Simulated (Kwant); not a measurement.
System: wire with a side stub in a GaN two-dimensional gas. Effective mass 0.22 mₑ, grid spacing 10 nm, hard walls, nominal width 210 nm (21 grid rows, so walls 220 nm apart), one parabolic valley, scattering region 900 nm long along x; energies count from the band bottom; Fermi energy swept from 1.5193e-05 to 0.00018042 eV. Closed stub on one side, 380 nm wide and 520 nm deep.

The device is made up for the run: typed textbook-type constants, with dimensions and the other settings drawn at random.

Model: effective-mass tight-binding model on a square grid, one spin, coherent transport at 0 K (Kwant). Conductance is in e²/h.

How many channels do the leads carry at E = 0.0999, 0.161 meV?

The hard-wall thresholds are n² ħ²π²/(2mW²) = n² × 0.0353 meV with W = 220 nm. √(0.0999/0.0353) = 1.68, so 1. √(0.161/0.0353) = 2.14, so 2.
